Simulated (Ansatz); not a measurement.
# hcp Mg (0 0 1) on 4H silicon carbide (0 0 1) (film strained to the substrate, faces as cut)

A periodic stack without vacuum, hcp Mg (0 0 1) on 4H silicon carbide (0 0 1) (film strained to the substrate, faces as cut): substrate slab Si8C8, film Mg4, surface cells [[0, 1], [-1, 0]] and [[0, -1], [1, 0]], film strained by -3.3 and -3.3 %, faces Si/C and Mg/Mg as cut (like faces can put a slab off its formula).

The start was prepared with a machine-learned potential, and the result is one local minimum, with the in-plane cell held and forces under 0.04 eV/Å; the film can end far from its bulk form.

Computed with PBE (plane waves to 420 eV, PAW; Ansatz, a first-principles code). Scalar-relativistic, without spin–orbit coupling; the runs are not spin-polarised; PBE gaps are too small against experiment. Its k-point mesh 12×12×1, Fermi–Dirac width 0.05 eV.

* **interface area**: 8.3 Å²
* **period**: 31.13 Å
* **gaps between the outermost planes at the two interfaces**: 1.22 and 2.17 Å
* **Mg–Si contacts across the interfaces within 1.22 times the sum of covalent radii**: 3, mean 2.81 Å
* **C–Mg contacts across the interfaces within 1.22 times the sum of covalent radii**: 3, mean 2.17 Å
* **estimate of the barrier**: withheld, since the two interfaces are unlike
* **slope of the mean potential energy in the substrate**: +5.4 MV/cm × e

```
CELL_PARAMETERS angstrom
      3.09330     0.00039    -0.08116
      1.54746     2.67935     0.00607
      0.84585     1.21496    31.14016
ATOMIC_POSITIONS crystal
  Si 0.73118 0.14515 0.03095
  Si 0.78361 0.03789 0.19381
  Si 0.09092 0.42456 0.11236
  Si 0.47634 0.65129 0.27518
  C  0.75108 0.10458 0.09200
  C  0.80311 0.99813 0.25457
  C  0.11045 0.38461 0.17338
  C  0.49594 0.61124 0.33614
  Si 0.83580 0.93117 0.35654
  Si 0.88797 0.82398 0.51932
  Si 0.19523 0.21094 0.43791
  Si 0.58119 0.43649 0.60135
  C  0.85529 0.89117 0.41730
  C  0.90776 0.78372 0.58018
  C  0.21478 0.17073 0.49888
  C  0.60123 0.39634 0.66106
  Mg 0.94743 0.70357 0.70038
  Mg 0.31565 0.97140 0.79015
  Mg 0.01138 0.58086 0.87664
  Mg 0.37477 0.85816 0.96122
```
